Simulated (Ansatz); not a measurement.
## Cubic perovskite BaZrO₃

Method: BLYP in Ansatz (PAW).

Settings: plane-wave cutoff 520 eV, 8×8×8 k mesh, Fermi–Dirac smearing 0.01 eV, scalar-relativistic PAW data made under PBE.

Cell (measured lattice):

```cif
data_BaO3Zr
_chemical_formula_sum 'Ba1 Zr1 O3'
_space_group_name_H-M_alt 'Pm-3m'
_space_group_IT_number 221
_space_group_name_Hall '-P 4 2 3'
_cell_length_a 4.19100
_cell_length_b 4.19100
_cell_length_c 4.19100
_cell_angle_alpha 90.000
_cell_angle_beta 90.000
_cell_angle_gamma 90.000
loop_
_atom_site_label
_atom_site_type_symbol
_atom_site_symmetry_multiplicity
_atom_site_Wyckoff_symbol
_atom_site_fract_x
_atom_site_fract_y
_atom_site_fract_z
_atom_site_occupancy
Ba1 Ba 1 a 0.00000 0.00000 0.00000 1
Zr1 Zr 1 b 0.50000 0.50000 0.50000 1
O1 O 3 c 0.00000 0.50000 0.50000 1
```

- band gap: 3.33 eV
- smallest direct gap on the k points sampled: 3.53 eV

Measured, for comparison: band gap 5.3 eV (temperature not stated, not corrected to a static lattice, first of three measured values (5.3, 4.86, 4.8), our sources range from 4.86 to 5.30; as tabulated in Lindman et al. (2015), arXiv:1503.06612).

Note: cell and atoms aren't relaxed at this level (pressure 9.0 GPa).

Spin–orbit coupling is not included.

The computed numbers hold no vibrational or temperature effects.

It cost around 15 core-seconds (rough) of CPU time.

Ansatz is a quantum-chemistry and plane-wave program.
